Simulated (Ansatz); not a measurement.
YN: Al on a Y site, symmetric start

Start from a 24-atom supercell of YN in the rock salt structure (space group Fm-3m, No. 225; a = 4.906 Å) at its relaxed geometry.

It is then changed as follows: a neutral Al on a Y site, symmetric start, atoms relaxed at fixed cell.

All numbers come from PBE (Ansatz, a program for electronic structure; PAW; 420 eV plane waves; no spin-orbit coupling), earlier PAW set. k-mesh 4×3×4 (Γ-centred); smearing 0.01 eV (Fermi–Dirac).

```yaml
pressure: -4.4 GPa (base 0.0 GPa)
gap_of_the_supercell: 0.39 eV (base 0.21 eV)
total_moment_of_the_cell: 0.0 μB
energy_gained_by_relaxation: 0.15 eV
mean_distance_from_the_defect_site_to_its_nearest_host_atoms: 2.38 Å (base 2.45 Å)
```

Final structure:

```xyz
24
Lattice="0.0000 4.9060 4.9060 4.9060 -4.9060 4.9060 4.9060 4.9060 0.0000" Properties=species:S:1:pos:R:3 pbc="T T T"
N      0.0045    -0.0045     0.0045
N      7.3607     2.4514     9.8812
N      2.4514     0.0691     2.4514
N      4.8370     2.4547     2.4514
N      4.9060     0.0000     4.9060
N      7.3591     2.4530     4.9060
N      4.9751    -2.4547     7.3607
N      7.3607    -0.0691     7.3607
N      2.4514     2.4547     4.8370
N      4.9016     4.9105     4.9016
N      4.9060     2.4530     7.3591
N      7.3591     4.9060     7.3591
Al     2.4530     2.4530     2.4530
Y      4.9060     4.9060     2.4530
Y      4.8772     2.4562     4.8772
Y      2.4499     0.0289     4.8772
Y      7.3493     2.4628     7.3493
Y      4.9349    -0.0289     7.3622
Y      2.4530     4.9060     4.9060
Y      4.9060     7.3591     4.9060
Y      4.8772     4.9349     7.3559
Y      2.4628     2.4432     7.3689
Y      7.3622    -0.0289     4.9349
Y      4.9349    -2.4562     4.9349
```

The magnetic state is the one reached from the starting moments; the real material's order can differ, and small cells can't hold many antiferromagnetic ones. In so small a cell the defect repeats every few ångströms: this is an ordered compound, not a dilute defect. The defect started on the symmetric site and kept its symmetry, so it may sit on a saddle. Starting moments died away, wholly or in part, for Al on a Y site; another magnetic solution may exist. The defect cell is spin-polarised and ends with 0.0 μB. A zero or small gap of YN can be the functional's error rather than a property of the material.
